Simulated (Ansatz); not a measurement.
**What tensor shear ε_xy = +0.86 % does to BP**

The parent structure is BP in the zinc blende structure (space group F-43m, No. 216; a = 4.5366 Å). Axes: x, y, z lie along the cube axes.

Perturbation: a pure shear with ε_xy = ε_yx = 0.0086; the atoms relax in the strained cell.

Computed with Ansatz (a first-principles code) r2SCAN, scalar-relativistic without spin-orbit coupling. Γ-centred 12×12×12 mesh, Fermi–Dirac width 0.05 eV.

```tsv
quantity	base	changed	shift
volume per atom	11.67 Å³	11.67 Å³	0.00 Å³
shortest interatomic distance	1.964 Å	1.957 Å	-0.0077 Å
energy relative to the base (free energy F)	0 meV/atom	+2.1 meV/atom	+2.1 meV/atom
pressure (mean of the normal stresses, compression positive)	0.00 GPa	0.03 GPa	+0.040 GPa
band gap	1.41 eV	1.31 eV	-0.10 eV
gap character	–	indirect, Γ → k = (0.417, 0.417, 0) in the run's primitive reciprocal basis	–
smallest direct gap	3.60 eV	3.38 eV	-0.22 eV
valence-band top at Γ (three highest levels, from the VBM)	0.00, 0.00, 0.00 eV	0.00, -0.08, -0.14 eV	–
stress (xx, yy, zz, yz, xz, xy; compression positive)	–	(0.06, 0.06, -0.01, 0.00, 0.00, -3.40) GPa	–
```

No phonon test of stability was made. Labels are those of the standard path for the cell's own space group.
